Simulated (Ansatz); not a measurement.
Response to strain in PbS

The reference is PbS in the rock salt structure (space group Fm-3m, No. 225).

```cif
data_PbS
_chemical_formula_sum 'S1 Pb1'
_space_group_name_H-M_alt 'P 1'
_space_group_IT_number 1
_cell_length_a 4.24904
_cell_length_b 4.24904
_cell_length_c 4.24904
_cell_angle_alpha 60.000
_cell_angle_beta 60.000
_cell_angle_gamma 60.000
loop_
_space_group_symop_operation_xyz
  'x, y, z'
loop_
_atom_site_label
_atom_site_type_symbol
_atom_site_fract_x
_atom_site_fract_y
_atom_site_fract_z
_atom_site_occupancy
S1 S 0.00000 0.00000 0.00000 1
Pb1 Pb 0.50000 0.50000 0.50000 1
```

Strains are applied to the cell and any free atomic positions relax.

The values are results of PBE/PAW in Ansatz (an electronic-structure program), no SOC, earlier PAW set, not measurements.

Notes on the quantities. energy relative to the base: free energy F.

```tsv
isotropic strain (%)	energy relative to the base (meV/atom)
-3.44	53.4
-2.09	18.8
0	0.0
0.76	2.3
0.79	?
1.77	11.9
```

### Question
Fit ΔE = Aε² + Bε³ (ε in %) to the rows shown and predict the withheld row.

### Answer
Least squares on the printed values gives A = 4.03 and B = -0.14 meV/atom (largest residual 0.1 meV/atom); this predicts 2.4 meV/atom, and the run gives 2.4 meV/atom, in agreement.

No phonon test of stability was made.
